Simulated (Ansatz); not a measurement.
Start from TaN (space group Pm-3m, No. 221; a hypothetical phase, not in the database extracts checked).

```xyz
6
Lattice="4.2132 0.0000 0.0000 0.0000 4.2132 0.0000 0.0000 0.0000 4.2132" Properties=species:S:1:pos:R:3 pbc="T T T"
Ta     0.0000     2.1066     2.1066
Ta     2.1066     0.0000     2.1066
Ta     2.1066     2.1066     0.0000
N      2.1066     0.0000     0.0000
N      0.0000     2.1066     0.0000
N      0.0000     0.0000     2.1066
```

Calculations: Ansatz (an electronic-structure program), PBEsol, PAW, cutoff 420 eV, without spin-orbit coupling.

One change was made to it. Results:

```csv
quantity,base,after
shortest interatomic distance,2.107 Å,2.100 Å
band gap,zero,zero
density,12.99 g/cm³,13.12 g/cm³
```

Q: Which of these changes matches the shifts?
(A) pressure 10 GPa
(B) pressure 1.5 GPa
(C) pressure 0.3 GPa
(D) pressure 3 GPa
(E) pressure 7.5 GPa

A: D, pressure 3 GPa. For comparison, the density in the other runs: pressure 1.5 GPa gives 13.05 g/cm³; pressure 7.5 GPa gives 13.30 g/cm³; pressure 10 GPa gives 13.40 g/cm³; pressure 0.3 GPa gives 13.00 g/cm³.

Load acts through the strain it causes; cell and atoms are relaxed under it. Whether these cells are dynamically stable was not tested. Competing high-pressure phases were not computed. All final runs are without spin polarisation.
